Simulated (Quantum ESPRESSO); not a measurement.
Quantum ESPRESSO is run on BaSb12Ru4 (Im-3, 17 atoms in the cell), and the run fails. The aim is a self-consistent single point with DFT, LDA (PZ), plane waves, PSlibrary ultrasoft (LDA) pseudopotentials.

This input was run:

```fortran
&control
 calculation = 'scf'
 prefix = 'run'
 outdir = './tmp'
 pseudo_dir = './'
 tprnfor = .true.
 tstress = .true.
/
&system
 ibrav = 3
 A = 9.380760000
 nat = 17
 ntyp = 4
 ecutwfc = 60
 ecutrho = 420
 occupations = 'smearing'
 smearing = 'cold'
 degauss = 0.0099958
/
&electrons
 conv_thr = 1.0d-9
 mixing_beta = 0.5
/
ATOMIC_SPECIES
Ba   137.3270  Ba.pz-spn-rrkjus_psl.1.0.0.UPF
Sb   121.7600  Sb.pz-n-rrkjus_psl.1.0.0.UPF
Ru   101.0700  Ru.pz-spn-rrkjus_psl.1.0.0.UPF
ATOMIC_POSITIONS crystal
Ba    0.000000000    0.000000000    0.000000000
Sb   -0.495610000    0.655520000    0.159910000
Sb    0.495610000    0.344480000   -0.159910000
Sb    0.184570000    0.655520000   -0.159910000
Sb   -0.184570000    0.344480000    0.159910000
Sb    0.655520000    0.159910000    0.495610000
Sb   -0.655520000    0.840090000   -0.495610000
Sb   -0.344480000    0.840090000   -0.184570000
Sb    0.344480000    0.159910000    0.184570000
Sb   -0.159910000    0.815430000   -0.655520000
Sb    0.159910000    0.184570000    0.655520000
Sb    0.159910000    0.495610000    0.344480000
Sb   -0.159910000    0.504390000   -0.344480000
Ru    0.000000000    0.000000000    0.500000000
Ru    0.000000000    0.500000000    0.000000000
Ru   -0.500000000    0.500000000   -0.500000000
Ru    0.500000000    0.000000000    0.000000000
K_POINTS automatic
3 3 3  0 0 0
```

Output (repeated stretches shortened):

```
     This program is part of the open-source Quantum ESPRESSO suite
     for quantum simulation of materials; please cite

 %%%%%%%%%%%%%%%%%%%%%%%%%%%%%%%%%%%%%%%%%%%%%%%%%%%%%%%%%%%%%%%%%%%%%%%%%%%%%%
     Error in routine  card_atomic_species (5010):
     cannot read atomic specie from: ATOMIC_POSITIONS crystal
 %%%%%%%%%%%%%%%%%%%%%%%%%%%%%%%%%%%%%%%%%%%%%%%%%%%%%%%%%%%%%%%%%%%%%%%%%%%%%%

     stopping ...
```

### Question
Read the log: what does the program object to, and what is the fix?

### Answer
The fault is a species count that does not match the list of species. The number of species decides how many lines of the species card are read. To fix it, make the count match the list. The program stopped before any SCF iteration.

An input that runs soundly differs in these lines (not the only fix; some lines may just follow from the change or write a value another way):
```diff
- ntyp = 4
+ ntyp = 3
```

With that input, the run converged in 18 iterations: free energy E − TS -14863.8296 eV; Fermi level (on the code's own zero) 9.20 eV; pressure -4.56 GPa; largest force (vector length) 0.187 eV/Å (DFT, LDA (PZ), plane waves, PSlibrary ultrasoft (LDA) pseudopotentials).

On the sound input: the starting cell comes from a database of computed structures (which also holds hypothetical and non-ambient phases and stackings), without a prior relaxation at this level. Spin polarisation is off. With a pressure of about -5 GPa the cell is away from its equilibrium volume at this level.
